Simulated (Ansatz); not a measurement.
For antifluorite K2S, LDA in Ansatz (PAW) gives:

| Property | Result |
|---|---|
| lattice parameter a | 7.190 Å |
| bulk modulus B0 | 23.5 GPa |
| cohesive energy | 3.11 eV/atom |
| band gap at the measured cell | 2.12 eV |
| elastic constant C11 | 39.6 GPa |
| elastic constant C44 | 9.78 GPa |
| Voigt–Reuss–Hill shear modulus | 10.6 GPa |

**Question.** What does PBE0 (plane waves, PAW; Ansatz, a first-principles code) give for the same quantities?

**Answer.** 
- lattice constant a: 7.418 Å (rises by 3.2 %)
- bulk modulus: 19.7 GPa (decreases by 16 %)
- cohesive energy: 2.66 eV/atom (shrinks by 0.45 eV/atom)
- band gap at the measured cell: 4.02 eV (grows by 1.90 eV)
- elastic constant C11: 36.0 GPa (decreases by 9.1 %)
- elastic constant C44: 9.14 GPa (decreases by 6.5 %)
- Voigt–Reuss–Hill shear modulus: 10.3 GPa (decreases by 2.8 %)

For comparison: lattice constant a 7.391 Å (measured, temperature not stated, no zero-point or thermal correction; as tabulated in Syrotyuk et al. (2015), arXiv:1510.06546); cohesive energy 2.9 ± 0.03 eV/atom (worked out here from tabulated enthalpies at 298 K, copied from a table, unchecked, brought to a static lattice with a Debye model, atoms in their spin–orbit ground levels; inputs from the CRC Handbook).

Changes are worked out from the printed values.

Unless a cell is named, each level is at its own relaxed cell (LDA 30.98, PBE0 34.02 Å³/atom).

Density-functional gaps are differences of (generalised) Kohn–Sham levels.

Ansatz's density-functional and Hartree–Fock values are scalar-relativistic unless marked +SOC, with PAW data made under PBE.
